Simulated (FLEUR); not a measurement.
FLEUR run on Cu3Rh (P6_3/mmc, 8 atoms in the cell): self-consistent single point.

Method of the run: PBEsol, all-electron FLAPW (FLEUR), scalar-relativistic valence run with FLEUR.

The change in words: lattice scaled by 0.98. Reference geometry:
```xyz
8
Lattice="5.2648 0.0000 0.0000 -2.6324 4.5595 0.0000 0.0000 0.0000 4.2546" Properties=species:S:1:pos:R:3 pbc="T T T"
Cu     1.2945     0.7474     3.1909
Cu     1.3379     3.8121     1.0636
Cu     0.0000     1.4948     1.0636
Cu     2.6324     3.0647     3.1909
Cu     3.9703     0.7474     3.1909
Cu    -1.3379     3.8121     1.0636
Rh     2.6324     1.5198     1.0636
Rh     0.0000     3.0396     3.1909
```

Reference input (self-consistent single point, DFT, PBEsol, all-electron FLAPW (FLEUR), scalar-relativistic valence): Kmax = 4.3 1/bohr; GmaxXC = 17.2 1/bohr; xcFunctional = PBEs; jspins = 1; l_soc = F; mode = gauss; fermiSmearingEnergy = 0.00183747 Htr; mesh (inpgen div1-3) = 5 5 5; inpgen gamma flag = false; Gmax = 17.2 1/bohr; numbands = 0; maxIterBroyd = 40. This run's input differs from it in these lines:

```diff
@@ -3,5 +3,5 @@
 &input film=f /
-9.9490467374 -0.0000003863 0.0000000000
--4.9745230341 8.6161274112 0.0000000000
-0.0000000000 0.0000000000 8.0399380630
+9.7500661473 -0.0000003891 0.0000000000
+-4.8750327367 8.4438051667 0.0000000000
+0.0000000000 0.0000000000 7.8791393773
 1.0
@@ -50,5 +50,5 @@
          <bravaisMatrix>
-            <row-1>    9.9490467373999998    -0.0000003863000000     0.0000000000000000</row-1>
-            <row-2>   -4.9745230340999997     8.6161274112000008     0.0000000000000000</row-2>
-            <row-3>    0.0000000000000000     0.0000000000000000     8.0399380629999992</row-3>
+            <row-1>    9.7500661473000001    -0.0000003891000000     0.0000000000000000</row-1>
+            <row-2>   -4.8750327366999997     8.4438051667000007     0.0000000000000000</row-2>
+            <row-3>    0.0000000000000000     0.0000000000000000     7.8791393772999996</row-3>
          </bravaisMatrix>
```

Output, abridged:

```
 Iteration:     1   Distance:      44.97951901 me/bohr^3
 Iteration:     2   Distance:      28.03138066 me/bohr^3
 Iteration:     3   Distance:      12.41623085 me/bohr^3
 Iteration:     4   Distance:       6.90926300 me/bohr^3
 Iteration:     5   Distance:       6.21439445 me/bohr^3
   [... 10 lines left out ...]
 Iteration:    16   Distance:       0.00055696 me/bohr^3
 Iteration:    17   Distance:       0.00013326 me/bohr^3
 Iteration:    18   Distance:       0.00006812 me/bohr^3
 Iteration:    19   Distance:       0.00000214 me/bohr^3
 Reset of history
 Run finished successfully
 Stop message:
   Structural relaxation: new displacements generated

[file out, last iteration]
             iter=     20
[...]
          total density-effective poten   -3.1424894946E+04
          total charge density-energy d   -6.7088889444E+02
 Updated energy parameters for spin:           1
[...]
 fermi energy and band-weighting factors:
   [... 7 lines left out ...]

[...]
FERMIE:
          first approx. to ef    (T=0)  :   0.374277 htr   (energy of the highest occ. eigenvalue)
          number of occ. states  (T=0)  :        720
          first approx. to seigv (T=0)  :   7.544634 htr
          sum of weights of occ. states :  48.000000
          sum of semicore charge        :   0.000000 e
          fermi energy=   0.37495 har   work function= -10.20283 ev
   [... lines left out ...]
          total moment                 =     0.00000
 Direct bandgap for spin            1 :    3.7747832339791731E-003  Htr
 ---->    free energy=                    -19488.0130815067 htr
   [... lines left out ...]
      extrapolation for T->0
 ---->    total electron energy=          -19488.0130815067 htr
 ***** TOTAL FORCES ON ATOMS *****
 TOTAL FORCE FOR ATOM TYPE=  1  X=  2.397   Y=  1.384   Z= -1.970
                       FX_TOT= 0.000692 FY_TOT= 0.000400 FZ_TOT= 0.000000
 TOTAL FORCE FOR ATOM TYPE=  2  X= -4.875   Y=  2.815   Z=  1.970
                       FX_TOT= 0.000000 FY_TOT= 0.000000 FZ_TOT= 0.000000
```

The run converged in 19 iterations. FLEUR gives forces in its relaxation mode, with a further iteration, so its stop message speaks of a relaxation. 

The starting cell comes from a database of computed structures (which also holds hypothetical and non-ambient phases and stackings), without a prior relaxation at this level. Its lattice was rescaled by a random factor within 2.5 % of one. For this run, on top of that: lattice scaled by 0.98. Spin polarisation is off. Values depend on the basis (sphere radii, cutoffs, local orbitals), which need not be converged. The log's line on a gap gives a spacing of levels on this mesh, which the program prints for metals too.

These are the values that this program gave, and no reference: the default basis lacks the next d shell.

Cost on one core of a shared machine: roughly 2 min.
